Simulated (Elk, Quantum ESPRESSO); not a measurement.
A Quantum ESPRESSO input for a self-consistent single point of CaS (Fm-3m, 2 atoms in the cell) (DFT, PBEsol, plane waves, SSSP 1.1.2 efficiency (PBE) pseudopotentials):

```fortran
&control
 calculation = 'scf',
 prefix = 'pwscf',
 outdir = './tmp',
 pseudo_dir = './',
 verbosity = 'high',
 tprnfor = .true.,
 tstress = .true.,
/
&system
 ibrav = 0,
 nat = 2,
 ntyp = 2,
 ecutwfc = 40,
 ecutrho = 320,
 occupations = 'fixed',
 nbnd = 12,
 input_dft = 'pbesol',
/
&electrons
 conv_thr = 1e-8,
 mixing_beta = 0.7,
/
ATOMIC_SPECIES
Ca    40.0780  Ca_pbe_v1.uspp.F.UPF
S     32.0600  s_pbe_v1.4.uspp.F.UPF
CELL_PARAMETERS angstrom
   0.0000000000     2.7953280000     2.7953280000
   2.7953280000     0.0000000000     2.7953280000
   2.7953280000     2.7953280000     0.0000000000
ATOMIC_POSITIONS crystal
Ca    0.0000000000    0.0000000000    0.0000000000
S     0.5000000000    0.5000000000    0.5000000000
K_POINTS automatic
8 8 8  0 0 0
```

**Question.** Give the Elk input for the same structure, mesh, smearing and functional.

**Answer.** This is the input that was run; spellings and numerical settings could be chosen otherwise.

```
tasks
  0

xctype
  22

tforce
  .true.

rgkmax
  8.0

gmaxvr
  18.0

lmaxapw
  10

lmaxo
  8

nxlo
  2

lorbcnd
  .true.

lradstp
  2

nrmtscf
  2.0

lmaxi
  4

stype
  0

swidth
  0.0001

scale
  7.470447872

avec
    0.0000000000    0.7071067812    0.7071067812
    0.7071067812    0.0000000000    0.7071067812
    0.7071067812    0.7071067812    0.0000000000

sppath
  './'

atoms
  2   : nspecies
  'Ca.in'   : spfname
  1   : natoms; atposl, bfcmt below
  0.0000000000  0.0000000000  0.0000000000    0.0 0.0 0.0
  'S.in'   : spfname
  1   : natoms; atposl, bfcmt below
  0.5000000000  0.5000000000  0.5000000000    0.0 0.0 0.0

ngridk
  8 8 8
```

Basis, cutoffs, solver keys and any potentials are the target program's own. This input uses DFT, PBEsol, all-electron FP-LAPW, Elk's shipped species files, APW+lo basis with extra local orbitals. Both were run: gap on the mesh 2.100 eV in Quantum ESPRESSO and 2.092 in Elk.

On Elk: the starting cell comes from a database of computed structures (which also holds hypothetical and non-ambient phases and stackings), without a prior relaxation at this level. For this run, on top of that: lattice scaled by 0.98. Values depend on the basis (sphere radii, cutoffs, local orbitals), which need not be converged.

On Quantum ESPRESSO: the starting cell comes from a database of computed structures (which also holds hypothetical and non-ambient phases and stackings), without a prior relaxation at this level. For this run, on top of that: lattice scaled by 0.98.
